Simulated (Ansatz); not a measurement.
BaMnO3 in the cubic perovskite structure (space group Pm-3m, No. 221; ferromagnetic; a cell from a computed database, its experimental status unchecked)

```yaml
crystal:
  lattice:
    - [3.88082, 0.00000, 0.00000]
    - [0.00000, 3.88082, 0.00000]
    - [0.00000, 0.00000, 3.88082]
  atoms:
    - { symbol: Ba, position: [0.50000, 0.50000, 0.50000] }
    - { symbol: Mn, position: [0.00000, 0.00000, 0.00000] }
    - { symbol: O, position: [0.50000, 0.00000, 0.00000] }
    - { symbol: O, position: [0.00000, 0.50000, 0.00000] }
    - { symbol: O, position: [0.00000, 0.00000, 0.50000] }
```

Level of theory: plane-wave PAW DFT at the PBEsol level (Ansatz, a first-principles code, 420 eV), no SOC. Settings: 12×12×12 k-points, 0.05 eV Fermi–Dirac smearing.

| Quantity | Result |
|---|---|
| Volume per atom | 11.69 Å³ |
| Density | 6.83 g/cm³ |
| Band gap | zero |
| Magnetic state | ferromagnetic |
| Total energy | -2283.490 eV/atom (σ→0; compares only within this code and set-up) |

No phonon test of stability was made. No Hubbard U is applied and the magnetic state is the run's own (BaMnO3 ferromagnetic); small cells can't hold the antiferromagnetic order that many such compounds have, so gaps and moments can be off. Many cubic perovskites are stable only at high temperature; tilts and polar distortions were not tested.
